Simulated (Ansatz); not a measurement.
# How the band gap of Y₂Ti₂O₇ (Fd-3m, No. 227; start mp-5373) moves with the method

No measured value is used here.

```tsv
level (code)	value (eV)
LDA (Ansatz)	2.81
PBEsol+SOC (Ansatz)	2.85 (direct)
r²SCAN+SOC (Ansatz)	?
```

What belongs in the gaps?


- r²SCAN+SOC (Ansatz, an electronic-structure program), value (eV): 3.30 (direct)

Computed values are for a static lattice. Spin–orbit coupling is included only where a level's name says +SOC; with heavier elements it mostly lowers gaps and can invert bands.  Values are at the PBEsol cell. Cutoffs differ between the levels. Ansatz's density-functional and Hartree–Fock values are scalar-relativistic unless marked +SOC, with PAW data made under PBE.

A start named mp-… is a Materials Project structure, which can be a computed phase never made.
